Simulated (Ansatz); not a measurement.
Base system: BAs in the zinc blende structure (space group F-43m, No. 216).

```
CELL_PARAMETERS angstrom
      0.00000     2.39193     2.39193
      2.39193     0.00000     2.39193
      2.39193     2.39193     0.00000
ATOMIC_POSITIONS crystal
  B  0.00000 0.00000 0.00000
  As 0.25000 0.25000 0.25000
```

Cartesian axes are those of the cell as printed.

Computed with r2SCAN (Ansatz, an electronic-structure program, PAW, no SOC).

Strains are applied to the cell and any free atomic positions relax; under biaxial strain the out-of-plane vector relaxes too.

One change was made to it. Results:

```csv
quantity,base,after
band gap,1.38 eV,1.27 eV
energy relative to the base (free energy F),0 meV/atom,+9.4 meV/atom
volume per atom,13.69 Å³,13.28 Å³
```

Q: Which of these changes matches the shifts?
A) biaxial strain −1.67 %, plane normal [111], relaxed out of plane
B) biaxial strain −0.42 %, plane normal [111], relaxed out of plane
C) biaxial strain −1.25 %, plane normal [111], relaxed out of plane
D) biaxial strain −2.08 %, plane normal [111], relaxed out of plane
E) biaxial strain −2.50 %, plane normal [111], relaxed out of plane

A: A, biaxial strain −1.67 %, plane normal [111], relaxed out of plane. For comparison, the energy relative to the base in the other runs: biaxial strain −2.08 %, plane normal [111], relaxed out of plane gives +15 meV/atom; biaxial strain −2.50 %, plane normal [111], relaxed out of plane gives +22 meV/atom; biaxial strain −0.42 %, plane normal [111], relaxed out of plane gives +0.6 meV/atom; biaxial strain −1.25 %, plane normal [111], relaxed out of plane gives +5.2 meV/atom.

Stability against distortions was not tested.
